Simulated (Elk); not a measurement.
Input and output of a self-consistent single point for InSe (P-6m2, 8 atoms in the cell) (Elk).

Method of the run: LDA (PW92), all-electron FP-LAPW, Elk's shipped species files, default APW+lo basis run with Elk.

The change in words: lattice scaled by 0.98. Reference geometry:
```xyz
8
Lattice="4.0473 0.0000 0.0000 -2.0237 3.5051 0.0000 0.0000 0.0000 18.0521" Properties=species:S:1:pos:R:3 pbc="T T T"
In     0.0000     0.0000    10.4231
In     0.0000     0.0000     7.6290
In     0.0000     2.3367    16.6550
In     0.0000     2.3367     1.3970
Se     2.0237     1.1684    15.3984
Se     2.0237     1.1684     2.6537
Se     0.0000     2.3367    11.6800
Se     0.0000     2.3367     6.3720
```

Reference input (self-consistent single point, DFT, LDA (PW92), all-electron FP-LAPW, Elk's shipped species files, default APW+lo basis): xctype = 3; rgkmax = 7; stype = 3; swidth = 0.000367493 Ha; ngridk = 5 5 1. This run's input differs from it in these lines:

```diff
@@ -19,5 +19,5 @@
 avec
-    4.0473302324   -0.0000000539    0.0000000000
-   -2.0236650695    3.5050908257    0.0000000000
-    0.0000000000    0.0000000000   18.0520600000
+    3.9663833238    0.0000001749    0.0000000000
+   -1.9831918133    3.4349886321    0.0000000000
+    0.0000000000    0.0000000000   17.6910190000
```

The program printed (abridged):

```
│ Self-consistent loop started │
│ Loop number : 1 │
 total energy                :     -33236.3637283
│ Loop number : 2 │
 total energy                :     -33236.5088992
RMS change in Kohn-Sham potential (target) :   0.1199712359     (  0.1000000000E-05)
Absolute change in total energy (target)   :   0.1451708797     (  0.1000000000E-03)
│ Loop number : 3 │
 total energy                :     -33235.8315860
RMS change in Kohn-Sham potential (target) :   0.1078942321     (  0.1000000000E-05)
Absolute change in total energy (target)   :   0.6410204504     (  0.1000000000E-03)
│ Loop number : 4 │
   [... lines left out ...]
Absolute change in total energy (target)   :   0.6275712003E-03 (  0.1000000000E-03)
│ Loop number : 16 │
 total energy                :     -33220.8191441
RMS change in Kohn-Sham potential (target) :   0.2252013831E-06 (  0.1000000000E-05)
Absolute change in total energy (target)   :   0.3403079900E-03 (  0.1000000000E-03)
│ Loop number : 17 │
 total energy                :     -33220.8191416
RMS change in Kohn-Sham potential (target) :   0.7722988412E-07 (  0.1000000000E-05)
Absolute change in total energy (target)   :   0.8763576625E-04 (  0.1000000000E-03)
Convergence targets achieved

│ Loop number : 18 │

Energies :
 Fermi                       :     0.120964921874
 total energy                :     -33220.8191448

Density of states at Fermi energy :   0.2726467979E-06
 (states/Hartree/unit cell)

Estimated indirect band gap :   0.2345749619E-01
 from k-point      1 to k-point      1
Estimated direct band gap   :   0.2345749619E-01
 at k-point      1

Charges :
 core                        :    192.0000000
 valence                     :    140.0000000
 interstitial                :    13.53816191
 muffin-tins (core leakage)
  species :    1 (In)
   atom    1                 :    47.29022281     (  0.1986579969E-03)
   atom    2                 :    47.29022281     (  0.1986579969E-03)
   atom    3                 :    47.29002283     (  0.1986548157E-03)
   [... lines left out ...]
   atom    2                 :    32.32541180     (  0.9192652895E-04)
   atom    3                 :    32.32526161     (  0.9192225528E-04)
   atom    4                 :    32.32526161     (  0.9192225528E-04)
 total in muffin-tins        :    318.4618381
 total calculated charge     :    331.9535157
 total charge                :    332.0000000
 error                       :   0.4648430975E-01

│ Self-consistent loop stopped │
```

The run converged in 18 iterations. The count includes the last loop, which Elk runs after its targets are met. Against the reference run the gap on the mesh goes from 0.482 to 0.638 eV.

The starting cell comes from a database of computed structures (which also holds hypothetical and non-ambient phases and stackings), without a prior relaxation at this level. For this run, on top of that: lattice scaled by 0.98. Values depend on the basis (sphere radii, cutoffs, local orbitals), which need not be converged.
